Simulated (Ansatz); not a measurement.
Take HfO2 in the fluorite structure (space group Fm-3m, No. 225; a = 5.001 Å) as the base.

Calculations: LDA (Ansatz, a program for electronic structure; PAW; 420 eV plane waves; spin-orbit coupling left out).

Strains are applied to the cell and any free atomic positions relax.

One change was made to it. Results:

```json
[
 {"quantity": "band gap", "base": "3.66 eV", "after": "3.63 eV"},
 {"quantity": "energy relative to the base (free energy F)", "base": "0 meV/atom", "after": "+1.9 meV/atom"},
 {"quantity": "gap character", "base": "direct at X", "after": "direct at X"},
 {"quantity": "width of the top valence band", "base": "1.90 eV", "after": "1.88 eV"}
]
```

Question: Which change produced these results?
(A) isotropic strain +2.50 %
(B) isotropic strain +0.50 %
(C) isotropic strain +1.00 %

Answer: B, isotropic strain +0.50 %. For comparison, the energy relative to the base in the other runs: isotropic strain +2.50 % gives +48 meV/atom; isotropic strain +1.00 % gives +7.9 meV/atom.

Spin-orbit coupling, missing from the scalar runs, can matter with Hf. No phonon test of stability was made. This is not the structure that HfO2 has at room temperature and ambient pressure.
